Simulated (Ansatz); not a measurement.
## BaTiO3: response to strain and stress

Consider BaTiO3 in the cubic perovskite structure (space group Pm-3m, No. 221).

```
BaTiO3
1.0
    3.96988     0.00000     0.00000
    0.00000     3.96988     0.00000
    0.00000     0.00000     3.96988
Ba Ti O
1 1 3
Direct
  0.00000   0.00000   0.00000
  0.50000   0.50000   0.50000
  0.00000   0.50000   0.50000
  0.50000   0.50000   0.00000
  0.50000   0.00000   0.50000
```

Cartesian axes are those of the cell as printed.

Strains are applied to the cell and any free atomic positions relax; under stress the whole cell relaxes.

The values are results of plane-wave PAW DFT at the PBEsol level (Ansatz, an electronic-structure program, 420 eV), no SOC, not measurements.

Candidates:
(a) uniaxial stress, 0.5 GPa tension along z
(b) uniaxial strain ε_yy = +2.01 %
(c) isotropic strain −0.36 %
(d) isotropic strain +4.28 %
(e) isotropic strain +3.45 %

Base values:

| Quantity | Result |
|---|---|
| Band gap | 1.82 eV |

Question: Order them by band gap, highest first.

Answer: (c) isotropic strain −0.36 % (1.84 eV), (a) uniaxial stress, 0.5 GPa tension along z (1.81 eV), (b) uniaxial strain ε_yy = +2.01 % (1.73 eV), (e) isotropic strain +3.45 % (1.61 eV), (d) isotropic strain +4.28 % (1.56 eV)

Stability under load was not tested beyond the relaxation. The final runs are not spin-polarised. Many cubic perovskites are stable only at high temperature; tilts and polar distortions were not tested. This is not the structure that BaTiO3 has at room temperature and ambient pressure.
